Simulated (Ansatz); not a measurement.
Consider MgTe in the wurtzite structure (space group P6_3mc, No. 186).

```yaml
crystal:
  lattice:
    - [4.56094, 0.00000, 0.00000]
    - [-2.28047, 3.94989, 0.00000]
    - [0.00000, 0.00000, 7.41296]
  atoms:
    - { symbol: Mg, position: [0.66667, 0.33333, 0.00098] }
    - { symbol: Mg, position: [0.33333, 0.66667, 0.50098] }
    - { symbol: Te, position: [0.66667, 0.33333, 0.62422] }
    - { symbol: Te, position: [0.33333, 0.66667, 0.12422] }
```

Cartesian axes are those of the cell as printed.

Computed with PBEsol (Ansatz, a first-principles code), no spin-orbit coupling.

Strains are applied to the cell and any free atomic positions relax; under biaxial strain the out-of-plane vector relaxes too; under stress the whole cell relaxes.

One change was made to it. Results:

```tsv
quantity	base	after
valence-band top at Γ (three highest levels, from the VBM)	0.00, -0.02, -0.02 eV	0.00, -0.02, -0.02 eV
band gap	2.39 eV	2.98 eV
```

Task: What was done to the base?
(A) isotropic strain +5.76 %
(B) uniaxial stress, 3 GPa tension along z
(C) biaxial strain −3.55 %, plane normal [001], relaxed out of plane
(D) isotropic strain −4.99 %

Result: D, isotropic strain −4.99 %. For comparison, the band gap in the other runs: isotropic strain +5.76 % gives 1.70 eV; uniaxial stress, 3 GPa tension along z gives 1.96 eV; biaxial strain −3.55 %, plane normal [001], relaxed out of plane gives 2.30 eV.

With Te present, leaving out spin-orbit coupling can change the band edges. Gaps are read on the SCF mesh and a high-symmetry path. Stability under load was not tested beyond the relaxation.
